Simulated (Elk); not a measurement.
## Convergence series on GeOs (Fm-3m, 2 atoms in the cell)

```
GeOs
1.0
    0.00000     2.79886     2.79886
    2.79886     0.00000     2.79886
    2.79886     2.79886     0.00000
Ge Os
1 1
Cartesian
  0.00000   0.00000   0.00000
  2.79886   2.79886   2.79886
```

Computed with PBE, all-electron FP-LAPW, Elk's shipped species files, LAPW+lo basis (Elk 10.2.4).

The starting cell was generated: these elements placed on a structure prototype, without a prior relaxation; it need not be a known phase or ordering of this composition. Its lattice was rescaled by a random factor within 2.5 % of one. Spin polarisation is off. Values depend on the basis (sphere radii, cutoffs, local orbitals), which need not be converged.

Held fixed: xctype = 20; stype = 1; swidth = 0.00367493 Ha; ngridk = 8 8 8; gmaxvr = 16 1/bohr; nxoapwlo = 1; rmtscf = 0.96.

ΔE is the total energy (no entropy term) per atom less that of the last row (11.31).

```tsv
rgkmax	ΔE (meV/atom)	basis size	iterations
5.06	3302.3	98	16
5.66	1717.3	111	16
6.2	915.6	131	14
6.69	512.6	160	15
7.16	284.1	172	15
7.59	163.3	197	16
8	93.4	221	16
8.58	41.5	257	16
9.12	19.1	306	16
9.8	7.2	361	16
10.58	2.2	439	16
11.31	0.00	530	18
```

Energy within 5 meV/atom of the last row: from rgkmax = 10.58 on; the one before it is off by 7.2 meV/atom. Only the last setting checks this, so the series should go further.
